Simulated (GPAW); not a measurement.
Worked example: self-consistent single point of LiAg₃ (Pm-3m, 4 atoms in the cell) in GPAW

Method of the run: PBEsol, GPAW PAW datasets PBEsol (made by gpaw-setup) (plane waves; GPAW).

Input:

```python
from ase import Atoms
from ase.units import GPa
from gpaw import GPAW, PW, FermiDirac

atoms = Atoms(['Li', 'Ag', 'Ag', 'Ag'],
              cell=[[4.033399, 0.000000, 0.000000],
                    [0.000000, 4.033399, 0.000000],
                    [0.000000, 0.000000, 4.033399]],
              positions=[[0.000000, 0.000000, 0.000000],
                         [0.000000, 2.016700, 2.016700],
                         [2.016700, 0.000000, 2.016700],
                         [2.016700, 2.016700, 0.000000]],
              pbc=True)

calc = GPAW(mode=PW(600),
            xc='PBEsol',
            kpts={'size': (8, 8, 8), 'gamma': True},
            occupations=FermiDirac(0.05),
            nbands=-8,
            symmetry={'symmorphic': False, 'tolerance': 0.0005},
            maxiter=100,
            txt='-')

atoms.calc = calc

energy = atoms.get_potential_energy()
print('Energy (eV):', round(energy, 6))
forces = atoms.get_forces()
print('Forces (eV/Ang):')
print(forces.round(5))
stress = atoms.get_stress()
print('Stress (GPa, Voigt):', (stress / GPa).round(4))
```

The program printed (abridged):

```
Input parameters:
  kpts: {gamma: True,
         size: (8, 8, 8)}
  maxiter: 100
  mode: {ecut: 600.0,
         name: pw}
  nbands: -8
  occupations: {fixmagmom: False,
                name: fermi-dirac,
                width: 0.05}
  symmetry: {symmorphic: False,
             tolerance: 0.0005}
  xc: PBEsol

species:
  Li:
    name: Lithium
    Z: 3.0
    valence: 1
    core: 2
    charge: 0.0
    file: Li.PBEsol.gz

    # Using partial waves for Li as LCAO basis

  Ag:
    name: Silver
    Z: 47.0
    valence: 17
    core: 30
    charge: 0.0
    file: Ag.PBEsol.gz

    # Using partial waves for Ag as LCAO basis

Reference energy: -433787.938604  # eV

Spin-paired calculation

Convergence criteria:
 Maximum [total energy] change in last 3 cyles: 0.0005 eV / valence electron
 Maximum integral of absolute [dens]ity change: 0.0001 electrons / valence electron
 Maximum integral of absolute [eigenst]ate change: 4e-08 eV^2 / valence electron
 Maximum number of scf [iter]ations: 100

Symmetries present (total): 48
Symmetries with fractional translations: 0
512 k-points: 8 x 8 x 8 Monkhorst-Pack grid + [1/16,1/16,1/16]
35 k-points in the irreducible part of the Brillouin zone
       k-points in crystal coordinates                weights
   0:     0.00000000    0.00000000    0.00000000          1/512
   1:     0.12500000    0.00000000    0.00000000          6/512
   2:     0.12500000    0.12500000    0.00000000         12/512
   [... 7 lines left out ...]
          ...
  34:     0.50000000    0.50000000    0.50000000          1/512

Wave functions: Plane wave expansion
  Cutoff energy: 600.000 eV
  Number of coefficients (min, max): 2109, 2272
  Pulay-stress correction: 0.000000 eV/Ang^3 (de/decut=0.000000)

Occupation numbers: Fermi-Dirac:
  width: 0.0500  # eV

Eigensolver

Densities:
  Coarse grid: 24*24*24 grid
  Fine grid: 48*48*48 grid
  Total Charge: 0.000000

Density mixing:
  Method: separate
  Backend: pulay
  Linear mixing parameter: 0.05
  old densities: 5
  Damping of long wavelength oscillations: 50

Hamiltonian:
  XC and Coulomb potentials evaluated on a 48*48*48 grid
  External potential:
    NoExternalPotential

XC parameters: PBEsol with 2 nearest neighbor stencil

Number of atoms: 4
Number of atomic orbitals: 40
Number of bands in calculation: 34
Number of valence electrons: 52
Bands to converge: occupied

Density initialized from atomic densities
  34 bands from LCAO basis set

Atomic positions and initial magnetic moments

Positions:
   0 Li     0.000000    0.000000    0.000000    ( 0.0000,  0.0000,  0.0000)
   1 Ag     0.000000    2.016700    2.016700    ( 0.0000,  0.0000,  0.0000)
   2 Ag     2.016700    0.000000    2.016700    ( 0.0000,  0.0000,  0.0000)
   3 Ag     2.016700    2.016700    0.000000    ( 0.0000,  0.0000,  0.0000)

Unit cell:
           periodic     x           y           z      points  spacing
  1. axis:    yes    4.033399    0.000000    0.000000    24     0.1681
  2. axis:    yes    0.000000    4.033399    0.000000    24     0.1681
  3. axis:    yes    0.000000    0.000000    4.033399    24     0.1681

  Lengths:   4.033399   4.033399   4.033399
  Angles:   90.000000  90.000000  90.000000

Effective grid spacing dv^(1/3) = 0.1681

     iter     time        total  log10-change:
                         energy   eigst   dens
iter:   1 --:--:--   -14.550396
iter:   2 --:--:--   -14.072591   -2.03  -1.37
iter:   3 --:--:--   -12.955051   -1.47  -1.42
iter:   4 --:--:--   -12.910331   -3.82  -2.03
iter:   5 --:--:--   -12.891297   -2.42  -2.07
iter:   6 --:--:--   -12.847236   -3.34  -2.27
iter:   7 --:--:--   -12.847724   -5.11  -2.90
iter:   8 --:--:--   -12.846176c  -4.21  -2.91
iter:   9 --:--:--   -12.846119c  -6.36  -3.45
iter:  10 --:--:--   -12.846061c  -5.19  -3.51
iter:  11 --:--:--   -12.846018c  -5.92  -3.80
iter:  12 --:--:--   -12.846014c  -6.89  -4.08c
iter:  13 --:--:--   -12.846014c  -8.10c -4.54c

Converged after 13 iterations.

Dipole moment: (0.000006, 0.000006, 0.000006) |e|*Ang

Energy contributions relative to reference atoms: (reference = -433787.938604)

Kinetic:        -10.837835
Potential:       +6.183622
External:        +0.000000
XC:              -8.785591
Entropy (-ST):   -0.008481
Local:           +0.598030
SIC:             +0.000000
--------------------------
Free energy:    -12.850255
Extrapolated:   -12.846014

Showing only first 2 kpts
 Kpt  Band  Eigenvalues  Occupancy
  0    24      3.87727    2.00000
  0    25      8.17479    0.00000
  0    26      8.17479    0.00000
  0    27      8.17479    0.00000

  1    24      3.87742    2.00000
  1    25      7.31229    0.00000
  1    26      8.52787    0.00000
  1    27      8.52787    0.00000

Fermi level: 6.49684

No gap
No difference between direct/indirect transitions
Energy (eV): -12.846014

Forces in eV/Ang:
  0 Li    0.00000    0.00000    0.00000
  1 Ag   -0.00000    0.00000    0.00000
  2 Ag    0.00000   -0.00000    0.00000
  3 Ag    0.00000    0.00000    0.00000

Stress tensor:
     0.013255     0.000000     0.000000
     0.000000     0.013255     0.000000
     0.000000     0.000000     0.013255
Stress (GPa, Voigt): [2.1238 2.1238 2.1238 0.     0.     0.    ]
```

The run converged in 13 iterations. GPAW prints stress with tension positive.

The starting cell comes from a database of computed structures (which also holds hypothetical and non-ambient phases and stackings), without a prior relaxation at this level. Its lattice was rescaled by a random factor within 2.5 % of one.

Cost on one core of a shared machine: roughly 50 s.
